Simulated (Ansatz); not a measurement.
The starting structures come from a database of crystals and need not be the phases stable at ambient conditions.

 Where the default PAW files enter, the runs use the earlier of Ansatz's two default sets.

Inside the gap of an insulator the Bloch states are evanescent, with a wavenumber k + iκ along the transport direction.

Consider the following.

```xyz
14
Lattice="7.6030 0.0000 0.0000 -3.8015 6.5844 0.0000 3.8015 2.1948 6.2079" Properties=species:S:1:pos:R:3 pbc="T T T"
Zn     3.8015     6.5844     4.6559
Zn     0.0000     0.0000     0.0000
In     1.9008     3.2922     2.3279
In     5.7023     3.2922     2.3279
In     0.0000     6.5844     2.3279
In     7.6030     4.3896     5.4319
S      3.8015     2.1948     3.7982
S      5.7690     5.4485     3.8527
S      1.9675     1.1359     0.8032
S      7.6030     2.2719     3.8527
S      5.6355     1.1359     0.8032
S      0.0000     4.3896     0.8577
S      3.8015     4.3125     0.8032
S      1.8340     5.4485     3.8527
```

Space group of this cell: Fd-3m, spinel. The cell is taken as given; by PBEsol its mean pressure is -3.4 GPa.

Transport runs along the normal of the first two printed cell vectors, the (111) plane of the conventional cell.

The gap is the functional's own. No spin-orbit coupling. Mid-gap values are interpolated on the energy grid.

Give the band gap and the smallest decay constant κ at mid-gap that PBEsol in Ansatz (a program for electronic structure) yields.

Gap 1.00 eV on a 6×6×6 mesh; κ = 0.090 1/Å, at the zone centre.
